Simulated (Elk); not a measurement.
Band structure of CeP₂Ru₂ (I4/mmm, 5 atoms in the cell).

```
Ce(PRu)2
1.0
   -2.02747     2.02747     4.89031
    2.02747    -2.02747     4.89031
    2.02747     2.02747    -4.89031
Ce P Ru
1 2 2
Direct
  0.00000   0.00000   0.00000
  0.37153   0.37153   0.00000
  0.62847   0.62847   0.00000
  0.75000   0.25000   0.50000
  0.25000   0.75000   0.50000
```
Moments meant for the start (each program seeds them in its own way; μB, in the order of the atoms Ce P P Ru Ru): 1.0 0.0 0.0 0.0 0.0.

Method of the run: PBEsol, all-electron FP-LAPW, Elk's shipped species files, default APW+lo basis in Elk 10.2.4.

Settings: xctype = 22; spinpol = true; rgkmax = 7; stype = 0; swidth = 0.00367493 Ha; ngridk = 5 5 5; reducebf = 0.8; rmtscf = 0.87; bfcmt = [[0.0, 0.0, -0.25], [0.0, 0.0, 0.0], [0.0, 0.0, 0.0], [0.0, 0.0, 0.0], [0.0, 0.0, 0.0]].

The starting cell comes from a database of computed structures (which also holds hypothetical and non-ambient phases and stackings), without a prior relaxation at this level. Its lattice was rescaled by a random factor within 2.5 % of one. Spin-orbit coupling is off. The starting moments vanished: the run ended non-magnetic, which need not be the lowest state. The f electrons are in the valence without U or exact exchange, which can misplace them near the Fermi level. Spin-orbit terms, which matter for f shells, are left out. Values depend on the basis (sphere radii, cutoffs, local orbitals), which need not be converged.

Levels in eV from the Fermi level, bands 24 to 31 of the first spin channel:
```tsv
point	24	25	26	27	28	29	30	31
Γ	-1.17	-1.17	-1.11	-0.54	-0.12	-0.12	0.37	0.44
X	-1.80	-1.35	-1.34	-1.07	0.02	0.24	0.32	0.43
Y	-2.12	-1.37	-1.04	-0.84	0.07	0.28	0.32	0.41
S	-2.26	-2.18	-0.40	-0.23	0.03	0.37	0.43	0.47
Z	-0.63	-0.47	-0.47	0.23	0.41	0.41	0.51	0.57
S1	-2.26	-2.18	-0.40	-0.23	0.03	0.37	0.43	0.47
N	-2.49	-2.12	-1.48	-0.22	0.08	0.38	0.38	0.48
P	-1.43	-1.43	-1.36	-1.31	0.08	0.32	0.32	0.40
Y1	-2.12	-1.37	-1.04	-0.84	0.07	0.28	0.32	0.41
```

Bands cross the Fermi level along this path, so the cell is metallic at this level.

The net moment of the cell came out as 0.00 μB.
